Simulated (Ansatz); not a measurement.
InSb (Cmcm, No. 63, 12 atoms in the cell; start mp-20253; a measured phase of this formula has another space group)

These are PBEsol in Ansatz (plane waves, PAW) values and carry that method's errors.

Run with plane-wave cutoff 500 eV, 10×10×4 k mesh (along the axes of the cell as run), Fermi–Dirac smearing 0.05 eV, scalar-relativistic PAW data made under PBE.

Cell (relaxed at this level):

```cif
data_In6Sb6
_chemical_formula_sum 'In6 Sb6'
_space_group_name_H-M_alt 'P 1'
_space_group_IT_number 1
_cell_length_a 4.32414
_cell_length_b 4.32414
_cell_length_c 17.43515
_cell_angle_alpha 90.000
_cell_angle_beta 90.000
_cell_angle_gamma 92.299
loop_
_space_group_symop_operation_xyz
  'x, y, z'
loop_
_atom_site_label
_atom_site_type_symbol
_atom_site_fract_x
_atom_site_fract_y
_atom_site_fract_z
_atom_site_occupancy
In1 In 0.05746 0.94254 0.25000 1
In2 In 0.94254 0.05746 0.75000 1
In3 In 0.39594 0.60406 0.41283 1
In4 In 0.60406 0.39594 0.58717 1
In5 In 0.60406 0.39594 0.91283 1
In6 In 0.39594 0.60406 0.08717 1
Sb1 Sb 0.55396 0.44604 0.25000 1
Sb2 Sb 0.44604 0.55396 0.75000 1
Sb3 Sb 0.89636 0.10364 0.42404 1
Sb4 Sb 0.10364 0.89636 0.57596 1
Sb5 Sb 0.10364 0.89636 0.92404 1
Sb6 Sb 0.89636 0.10364 0.07596 1
```

```
Item             Result
--------  -------------
band gap  zero (no gap)
```

Note: the relaxation could not lower the start's symmetry, so the cell can be a saddle point above a distorted one.

Spin–orbit coupling is not included.

Computed values are for the static lattice.

Cost on a shared machine: very roughly 27 core-minutes.

A start named mp-… is a Materials Project structure, which need not be a measured phase.

Ansatz is a quantum-chemistry and plane-wave program.
